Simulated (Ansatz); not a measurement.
Consider the following.

```
CELL_PARAMETERS angstrom
      3.77364     0.00000     0.00000
      0.00000     3.77364     0.00000
      0.00000     0.00000     4.56132
ATOMIC_POSITIONS crystal
  Sn 0.00000 0.50000 0.25288
  Sn 0.50000 0.00000 0.74712
  O  0.50000 0.50000 0.00000
  O  0.00000 0.00000 0.00000
```

All values below come from r2SCAN, rigid bands (plane waves, PAW, scalar-relativistic; Ansatz, a first-principles code). Condition of this run: functional r2SCAN on the same cell. Cell: cell and atoms relaxed with PBEsol+d3bj.

Task: Is this a good metal at this level?

Result: No. No gap is resolved, and few carriers conduct, as in a semimetal or a zero-gap semiconductor. N(E_F) = 0.33 states/eV a cell at 300 K and the Drude plasma energy along the best axis is 1.40 eV, several times under that of a simple or noble metal.

Spin-orbit coupling is left out; it can open or close a small gap.

PBEsol with a dispersion correction tends to overbind, so the cell can be several per cent short: SnO (P4/nmm).
